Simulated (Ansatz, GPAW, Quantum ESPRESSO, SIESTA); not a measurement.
**Code comparison for FePt (P4/mmm, 2 atoms in the cell)**

Self-consistent single point.

```xyz
2
Lattice="2.7937 0.0000 0.0000 0.0000 2.7937 0.0000 0.0000 0.0000 3.8274" Properties=species:S:1:pos:R:3 pbc="T T T"
Fe     0.0000     0.0000     0.0000
Pt     1.3969     1.3969     1.9137
```
Moments meant for the start (each program seeds them in its own way; μB, in the order of the atoms Fe Pt): 4.0 1.0.

Shared settings, as Ansatz (a first-principles code) writes them: kpoints.mp_grid.grid = 12 12 9; scf.occupations.method = fermi_dirac; scf.occupations.width = 0.136 eV. Potentials and cutoffs stand in the table.

```
code                                                                                                                                 model  pressure (GPa)  size of the net moment (μB/atom)       cutoff
----------------  ------------------------------------------------------------------------------------------------------------------------  --------------  --------------------------------  -----------
Ansatz                                                                                                 LDA (PW92), PAW files made with PBE          -24.47                              1.67       420 eV
GPAW                                                                         LDA (Perdew-Wang 92), GPAW PAW datasets LDA (gpaw-data 1.0.1)          -24.62                              1.67       800 eV
SIESTA            LDA PW92, numerical atomic orbitals DZP, PseudoDojo LDA standard norm-conserving potentials (rewritten from UPF to PSML)          -25.25                              1.70  grid 300 Ry
Quantum ESPRESSO                                                                       LDA (PZ), GBRV 1.5 ultrasoft (LDA) pseudopotentials          -24.43                              1.69        50 Ry
```

On Ansatz's run: spin-orbit coupling is off. The magnetic order is the one reached from the typed start; others were not searched systematically.

The spread over the programs that give each value: pressure within 0.82 GPa; size of the net moment within 0.03 μB/atom.

SIESTA uses small atom-centred bases, whose incompleteness enters pressures, forces and empty levels differently from a plane-wave cutoff. Ansatz's pressure is given at a fixed set of plane waves, as the other plane-wave codes print theirs; with its correction for the finite basis it is -24.40 GPa. The same LDA comes in different parametrisations, which differ slightly.

The starting cell comes from a database of computed structures (which also holds hypothetical and non-ambient phases and stackings), without a prior relaxation at this level. Its lattice was rescaled by a random factor within 2.5 % of one.

Keys are those of Ansatz 0.2.
